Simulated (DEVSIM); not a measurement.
System: abrupt Si n-p junction, at 300 K.

| layer (left to right) | material | thickness (μm) | Nd (cm⁻³) | Na (cm⁻³) | τn (s) | τp (s) |
|---|---|---|---|---|---|---|
| 1 | Si | 0.730 | 2e16 | - | 5.1e-5 | 5.1e-5 |
| 2 | Si | 0.240 | - | 1.6e14 | 5.1e-5 | 5.1e-5 |

Left contact: ohmic. Right contact: ohmic. Voltage is applied to the left contact. Recombination: SRH at mid-gap. Mobility is μmin + (μ − μmin)/(1 + (N/Nref)^α).

The device is made up for the run: typed textbook-type constants, with dimensions and the other settings drawn at random. Values at 300 K.

```tsv
parameter	Si
gap (eV)	1.124
affinity (eV)	4.05
permittivity	11.7
Nc (cm⁻³)	2.86e19
Nv (cm⁻³)	3.1e19
μn (cm²/Vs)	1417
μp (cm²/Vs)	470
μn,min	52
μp,min	45
Nref,n	9.7e16
Nref,p	2.2e17
αn	0.68
αp	0.72
```

DEVSIM, 1D drift-diffusion, Boltzmann statistics, complete ionisation; no tunnelling, impact ionisation, image-force lowering or self-heating.

Question: Tabulate band edges, carrier densities and field at zero bias.

Answer: Energies count from the Fermi level of the right contact; mesh points crowd at the junctions.

```json
[
 {"x (μm)": "0.000", "Ec (eV)": "0.188", "Ev (eV)": "-0.936", "n (cm⁻³)": "2.0e16", "p (cm⁻³)": "5800", "field (V/cm)": "≈ 0"},
 {"x (μm)": "0.01340", "Ec (eV)": "0.188", "Ev (eV)": "-0.936", "n (cm⁻³)": "2.0e16", "p (cm⁻³)": "5800", "field (V/cm)": "≈ 0"},
 {"x (μm)": "0.03156", "Ec (eV)": "0.188", "Ev (eV)": "-0.936", "n (cm⁻³)": "2.0e16", "p (cm⁻³)": "5800", "field (V/cm)": "≈ 0"},
 {"x (μm)": "0.06137", "Ec (eV)": "0.188", "Ev (eV)": "-0.936", "n (cm⁻³)": "2.0e16", "p (cm⁻³)": "5800", "field (V/cm)": "≈ 0"},
 {"x (μm)": "0.1227", "Ec (eV)": "0.188", "Ev (eV)": "-0.936", "n (cm⁻³)": "2.0e16", "p (cm⁻³)": "5800", "field (V/cm)": "≈ 0"},
 {"x (μm)": "0.2000", "Ec (eV)": "0.188", "Ev (eV)": "-0.936", "n (cm⁻³)": "2.0e16", "p (cm⁻³)": "5800", "field (V/cm)": "≈ 0"},
 {"x (μm)": "0.3046", "Ec (eV)": "0.188", "Ev (eV)": "-0.936", "n (cm⁻³)": "2.0e16", "p (cm⁻³)": "5800", "field (V/cm)": "≈ 0"},
 {"x (μm)": "0.4784", "Ec (eV)": "0.188", "Ev (eV)": "-0.936", "n (cm⁻³)": "2.0e16", "p (cm⁻³)": "5800", "field (V/cm)": "12"},
 {"x (μm)": "0.5733", "Ec (eV)": "0.189", "Ev (eV)": "-0.935", "n (cm⁻³)": "1.9e16", "p (cm⁻³)": "6000", "field (V/cm)": "300"},
 {"x (μm)": "0.6357", "Ec (eV)": "0.195", "Ev (eV)": "-0.929", "n (cm⁻³)": "1.5e16", "p (cm⁻³)": "7700", "field (V/cm)": "2400"},
 {"x (μm)": "0.6737", "Ec (eV)": "0.212", "Ev (eV)": "-0.912", "n (cm⁻³)": "7.8e15", "p (cm⁻³)": "15000", "field (V/cm)": "7300"},
 {"x (μm)": "0.7076", "Ec (eV)": "0.250", "Ev (eV)": "-0.874", "n (cm⁻³)": "1.8e15", "p (cm⁻³)": "64000", "field (V/cm)": "15000"},
 {"x (μm)": "0.7241", "Ec (eV)": "0.279", "Ev (eV)": "-0.845", "n (cm⁻³)": "5.9e14", "p (cm⁻³)": "200000", "field (V/cm)": "20000"},
 {"x (μm)": "0.7353", "Ec (eV)": "0.303", "Ev (eV)": "-0.821", "n (cm⁻³)": "2.3e14", "p (cm⁻³)": "500000", "field (V/cm)": "22000"},
 {"x (μm)": "0.7559", "Ec (eV)": "0.348", "Ev (eV)": "-0.776", "n (cm⁻³)": "4.1e13", "p (cm⁻³)": "2800000", "field (V/cm)": "22000"},
 {"x (μm)": "0.7774", "Ec (eV)": "0.395", "Ev (eV)": "-0.729", "n (cm⁻³)": "6.7e12", "p (cm⁻³)": "1.7e7", "field (V/cm)": "22000"},
 {"x (μm)": "0.8107", "Ec (eV)": "0.467", "Ev (eV)": "-0.657", "n (cm⁻³)": "4.1e11", "p (cm⁻³)": "2.9e8", "field (V/cm)": "22000"},
 {"x (μm)": "0.8500", "Ec (eV)": "0.552", "Ev (eV)": "-0.572", "n (cm⁻³)": "1.5e10", "p (cm⁻³)": "7.7e9", "field (V/cm)": "22000"},
 {"x (μm)": "0.9079", "Ec (eV)": "0.677", "Ev (eV)": "-0.447", "n (cm⁻³)": "1.2e8", "p (cm⁻³)": "9.5e11", "field (V/cm)": "21000"},
 {"x (μm)": "0.9335", "Ec (eV)": "0.731", "Ev (eV)": "-0.393", "n (cm⁻³)": "1.5e7", "p (cm⁻³)": "7.9e12", "field (V/cm)": "21000"},
 {"x (μm)": "0.9536", "Ec (eV)": "0.774", "Ev (eV)": "-0.350", "n (cm⁻³)": "2800000", "p (cm⁻³)": "4.1e13", "field (V/cm)": "21000"},
 {"x (μm)": "0.9700", "Ec (eV)": "0.809", "Ev (eV)": "-0.315", "n (cm⁻³)": "730000", "p (cm⁻³)": "1.6e14", "field (V/cm)": "21000"}
]
```
